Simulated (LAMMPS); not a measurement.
Simulation of a melt made from Cu (fcc), 256 atoms, at 1770 K and 0 GPa, brought to that temperature within a few picoseconds.

Level of theory: classical MD, pair style bop, file AlCu.bop.table (LAMMPS).

| r (Å) | g(r) |
|---|---|
| 1.780 | 0.000 |
| 1.820 | 0.016 |
| 1.860 | 0.034 |
| 1.900 | 0.072 |
| 1.940 | 0.107 |
| 1.980 | 0.176 |
| 2.020 | 0.265 |
| 2.060 | 0.421 |
| 2.100 | 0.612 |
| 2.140 | 0.820 |
| 2.180 | 1.03 |
| 2.220 | 1.44 |
| 2.260 | 1.69 |
| 2.300 | 1.78 |
| 2.340 | 2.09 |
| 2.380 | 2.28 |
| 2.420 | 2.44 |
| 2.460 | 2.30 |
| 2.500 | 2.41 |
| 2.540 | 2.46 |
| 2.580 | 2.30 |
| 2.620 | 2.04 |
| 2.660 | 1.85 |
| 2.700 | 1.75 |
| 2.740 | 1.68 |
| 2.780 | 1.52 |
| 2.820 | 1.37 |
| 2.860 | 1.15 |
| 2.900 | 1.06 |
| 2.940 | 0.972 |
| 2.980 | 0.932 |
| 3.020 | 0.775 |
| 3.060 | 0.787 |
| 3.100 | 0.722 |
| 3.140 | 0.762 |
| 3.180 | 0.690 |
| 3.220 | 0.655 |
| 3.260 | 0.653 |
| 3.300 | 0.669 |
| 3.340 | 0.641 |
| 3.380 | 0.640 |
| 3.420 | 0.679 |
| 3.460 | 0.652 |
| 3.500 | 0.595 |
| 3.540 | 0.650 |
| 3.580 | 0.682 |
| 3.620 | 0.663 |
| 3.660 | 0.718 |
| 3.700 | 0.701 |
| 3.740 | 0.738 |
| 3.780 | 0.785 |
| 3.820 | 0.757 |
| 3.860 | 0.743 |
| 3.900 | 0.754 |
| 3.940 | 0.811 |
| 3.980 | 0.847 |
| 4.020 | 0.881 |
| 4.060 | 0.960 |
| 4.100 | 0.967 |
| 4.140 | 0.957 |
| 4.180 | 1.03 |
| 4.220 | 0.991 |
| 4.260 | 1.05 |
| 4.300 | 1.12 |
| 4.340 | 1.12 |
| 4.380 | 1.15 |
| 4.420 | 1.21 |
| 4.460 | 1.22 |
| 4.500 | 1.24 |
| 4.540 | 1.25 |
| 4.580 | 1.22 |
| 4.620 | 1.24 |
| 4.660 | 1.27 |
| 4.700 | 1.28 |
| 4.740 | 1.26 |
| 4.780 | 1.19 |
| 4.820 | 1.19 |
| 4.860 | 1.16 |
| 4.900 | 1.19 |
| 4.940 | 1.11 |
| 4.980 | 1.14 |
| 5.020 | 1.13 |
| 5.060 | 1.05 |
| 5.100 | 1.03 |
| 5.140 | 1.02 |
| 5.180 | 0.996 |
| 5.220 | 0.986 |
| 5.260 | 0.967 |
| 5.300 | 0.934 |
| 5.340 | 0.925 |
| 5.380 | 0.882 |
| 5.420 | 0.898 |
| 5.460 | 0.858 |
| 5.500 | 0.866 |
| 5.540 | 0.863 |
| 5.580 | 0.874 |
| 5.620 | 0.862 |
| 5.660 | 0.879 |
| 5.700 | 0.834 |
| 5.740 | 0.886 |
| 5.780 | 0.877 |

Main features:
- state found: liquid
- first peak of g(r): 2.52 Å, height 2.5
- coordination number: 13.1 (counted to 3.42 Å)

Caution: a run this short can hold a crystal over, or a liquid under, the potential's own melting point, which these runs don't give.
